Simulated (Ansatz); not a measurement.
The reference is Nb in the bcc (W type) structure (space group Im-3m, No. 229).

```cif
data_Nb2
_chemical_formula_sum 'Nb2'
_space_group_name_H-M_alt 'Im-3m'
_space_group_IT_number 229
_space_group_name_Hall '-I 4 2 3'
_cell_length_a 3.27126
_cell_length_b 3.27126
_cell_length_c 3.27126
_cell_angle_alpha 90.000
_cell_angle_beta 90.000
_cell_angle_gamma 90.000
loop_
_atom_site_label
_atom_site_type_symbol
_atom_site_symmetry_multiplicity
_atom_site_Wyckoff_symbol
_atom_site_fract_x
_atom_site_fract_y
_atom_site_fract_z
_atom_site_occupancy
Nb1 Nb 2 a 0.00000 0.00000 0.00000 1
```
(The calculation used a cell of 1 atom; values per cell refer to that cell.)

Computed with PBEsol (Ansatz, a first-principles code), spin-orbit coupling left out.

Before the change:

Volume per atom: 17.50 Å³

The change: a hydrostatic pressure of 2.1 GPa.

What does the calculation give for the volume per atom after the change?

The volume per atom drops by 0.196 Å³, from 17.50 Å³ to 17.31 Å³.

Load acts through the strain it causes; cell and atoms are relaxed under it. Whether these cells are dynamically stable was not tested. All final runs are without spin polarisation.
